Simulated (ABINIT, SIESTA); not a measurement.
A SIESTA input for a self-consistent single point of MgAl2C2 (P-3m1, 5 atoms in the cell) (DFT, LDA PW92, numerical atomic orbitals DZP, PseudoDojo LDA standard norm-conserving potentials (rewritten from UPF to PSML)):

```
# files in the folder: Mg.psml Al.psml C.psml (PseudoDojo LDA standard)
SystemName  Mg(AlC)2
SystemLabel mg(alc)2

NumberOfAtoms                5
NumberOfSpecies              3
%block ChemicalSpeciesLabel
  1 12 Mg
  2 13 Al
  3 6 C
%endblock ChemicalSpeciesLabel
LatticeConstant              1.0 Ang
%block LatticeVectors
     3.346911000    0.000000000    0.000000000
    -1.673455000    2.898510000    0.000000000
     0.000000000    0.000000000    5.748594000
%endblock LatticeVectors
AtomicCoordinatesFormat      Ang
%block AtomicCoordinatesAndAtomicSpecies
     0.000000000    0.000000000    0.000000000  1
     1.673457340    0.966169034    2.012065386  2
    -0.000001340    1.932340966    3.736528614  2
    -0.000001340    1.932340966    1.552580268  3
     1.673457340    0.966169034    4.196013732  3
%endblock AtomicCoordinatesAndAtomicSpecies

XC.functional                LDA
XC.authors                   PW92
PAO.BasisSize                DZP
PAO.EnergyShift              0.01 Ry
MeshCutoff                   400 Ry
%block kgrid.MonkhorstPack
    8   0   0  0.0
    0   8   0  0.0
    0   0   4  0.0
%endblock kgrid.MonkhorstPack
OccupationFunction           FD
ElectronicTemperature        10 K

MaxSCFIterations             150
SCF.Mixer.Method             Pulay
SCF.Mixer.Weight             0.2
SCF.Mixer.History            6
SCF.DM.Tolerance             1.0E-04
Diag.ParallelOverK           true
WriteForces                  true
```

### Question
Translate this input to ABINIT.

### Answer
One input that does it (others would too):

```
# Mg(AlC)2, JTH v2.0 LDA PAW
pp_dirpath "./"
pseudos "Mg.LDA_PW-JTH.xml, Al.LDA_PW-JTH.xml, C.LDA_PW-JTH.xml"
acell 3.3469110287 3.3469110287 5.7485940000 Angstrom
rprim
         1.0000000000   -0.0000000767    0.0000000000
        -0.4999999336    0.8660254421    0.0000000000
         0.0000000000    0.0000000000    1.0000000000
natom 5
ntypat 3
znucl 12 13 6
typat 1 2 2 3 3
xcart
         0.0000000000    0.0000000000    0.0000000000
         1.6734555885    0.9661698634    2.0120653859
         0.0000001482    1.9323399834    3.7365286141
         0.0000001482    1.9323399834    1.5525802675
         1.6734555885    0.9661698634    4.1960137325
      Angstrom
ecut 21
pawecutdg 42
occopt 1
nband 14
kptopt 1
ngkpt 8 8 4
nshiftk 1
shiftk 0 0 0
nstep 50
tolvrs 1.0e-11
prtwf 0
prtden 0
enunit 2
```

Basis settings and potentials, where a program has them, do not carry over. This input uses DFT, LDA (PW92), plane waves, PAW (JTH v2.0 LDA PAW). LDA parametrisations can differ slightly between programs.

The starting cell comes from a database of computed structures (which also holds hypothetical and non-ambient phases and stackings), without a prior relaxation at this level. Its lattice was rescaled by a random factor within 2.5 % of one.
